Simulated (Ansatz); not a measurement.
Consider Zr in the hcp (Mg type) structure (space group P6_3/mmc, No. 194; relaxed with 0.1 eV smearing).

```
CELL_PARAMETERS angstrom
      3.24432     0.00000     0.00000
     -1.62216     2.80966     0.00000
      0.00000     0.00000     5.15800
ATOMIC_POSITIONS crystal
  Zr 0.66667 0.33333 0.75000
  Zr 0.33333 0.66667 0.25000
```

Cartesian axes are those of the cell as printed.

All numbers come from r2SCAN (Ansatz, a first-principles code), scalar-relativistic without spin-orbit coupling.

Base values:

The band gap is zero and the shortest interatomic distance is 3.187 Å.

One thing is altered: uniaxial strain ε_zz = −3.00 %, all other strain components held at zero, atoms relaxed at fixed cell.

What does the calculation give for the stress, energy relative to the base, band gap and shortest interatomic distance after the change?

The stress (xx, yy, zz, yz, xz, xy; compression positive) is (2.0, 2.0, 5.5, 0.0, 0.0, 0.0) GPa; the energy increases by 12 meV/atom; the band gap is still zero; the shortest interatomic distance decreases by 0.062 Å, from 3.187 Å to 3.125 Å.

Whether these cells are dynamically stable was not tested. The final runs are not spin-polarised.
